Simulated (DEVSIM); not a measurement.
System: Schottky contact on n-type Si, at 350 K.

Layer 1 from the left is Si, thickness (μm) 0.980, Nd (cm⁻³) 1.2e16, τn (s) 2.3e-5, τp (s) 2.3e-5.

Left contact: Schottky, work function 4.89 eV, emission velocity 3.7e6 cm/s. Right contact: ohmic. Voltage is applied to the left contact. Recombination: SRH at mid-gap. Mobility is μmin + (μ − μmin)/(1 + (N/Nref)^α).

The device is made up for the run: typed textbook-type constants, with dimensions and the other settings drawn at random. Values at 300 K; Nc and Nv go as T^1.5, mobilities as T to minus their exponent, the gap by Varshni's rule with the affinity fixed.

Si: gap (eV) 1.124, affinity (eV) 4.05, permittivity 11.7, Nc (cm⁻³) 2.86e19, Nv (cm⁻³) 3.1e19, μn (cm²/Vs) 1417, μp (cm²/Vs) 470, μn,min 52, μp,min 45, Nref,n 9.7e16, Nref,p 2.2e17, αn 0.68, αp 0.72, T exponent of μn 2.3, T exponent of μp 2.2, Varshni α (eV/K) 0.000473, Varshni β (K) 636.

DEVSIM, 1D drift-diffusion, Boltzmann statistics, complete ionisation; no tunnelling, impact ionisation, image-force lowering or self-heating. Metal contacts follow the ideal Schottky-Mott rule: no Fermi-level pinning, no interface dipoles.

Dark forward current:

```
|V| (V)  |J| (A/cm²)
-------  -----------
0.05        6.682e-5
0.10       0.0004152
0.15        0.002231
0.20         0.01168
0.25         0.06077
0.30          0.3149
0.35           1.621
0.40           8.198
0.45           39.07
0.50           155.7
0.55           447.7
0.60           938.0
0.65            1596
0.70            2392
```

Work out the local ideality factor n = ΔV / (kT/q · ln(J2/J1)) between the rows 0.15 and 0.20 V, 0.65 and 0.70 V.

kT/q = 30.16 mV. From 0.15 to 0.20 V: ln(0.01168/0.002231) = 1.655, n = 1.00, near the 1 of diffusion or emission over a barrier. From 0.65 to 0.70 V: ln(2392/1596) = 0.405, n = 4.10.

Estimate the current at 0.25 V for emission alone, J0 = q v N_band exp(−φB/kT), and read the barrier back from the simulated current.

φB = 0.840 eV, N_band = 3.60e19 cm⁻³, J0 = 1.71e-5 A/cm²; J = J0 (exp(qV/kT) − 1) = 0.0682 A/cm². The simulation gives 0.0608 A/cm²; the estimate lies 12 % above. Read backwards, the simulated current gives an apparent barrier of 0.843 eV. The estimate leaves out transport through the depletion region and minority injection.
